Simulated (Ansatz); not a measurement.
The starting structures come from a database of crystals and need not be the phases stable at ambient conditions.

By PBEsol, the system below comes out a metal.

Given:

```yaml
crystal:
  lattice:
    - [3.08463, 0.00000, 0.00000]
    - [0.00000, 3.08463, 0.00000]
    - [0.00000, 0.00000, 3.08463]
  atoms:
    - { symbol: Ti, position: [0.50000, 0.50000, 0.50000] }
    - { symbol: Os, position: [0.00000, 0.00000, 0.00000] }
```

Space group of this cell: Pm-3m, CsCl type. The cell is taken as given; by PBEsol its mean pressure is -5.7 GPa.

The current runs along the normal of the first two printed vectors, the (001) plane. All runs by Ansatz (an electronic-structure program), plane waves and PAW, without spin-orbit coupling; the base is PBEsol.

```
run                                                      mean pressure (GPa)  G/A, both spins (10¹⁵ S/m²)
-------------------------------------------------------  -------------------  ---------------------------
base                                                                    -5.7                         0.38
all lengths scaled by 0.98                                              11.0                         0.45
all lengths scaled by 1.02                                             -18.3                         0.34
lengths across the current scaled by 0.98, ions clamped                  5.0                         0.42
lengths across the current scaled by 1.02, ions clamped                -14.4                          ___
lengths along the current scaled by 0.97, ions clamped                   2.3                         0.42
lengths along the current scaled by 1.03, ions clamped                 -12.3                          ___
```

**Question.** What belongs in the gaps?

**Answer.** 
- lengths across the current scaled by 1.02, ions clamped, G/A, both spins (10¹⁵ S/m²): 0.35
- lengths along the current scaled by 1.03, ions clamped, G/A, both spins (10¹⁵ S/m²): 0.35
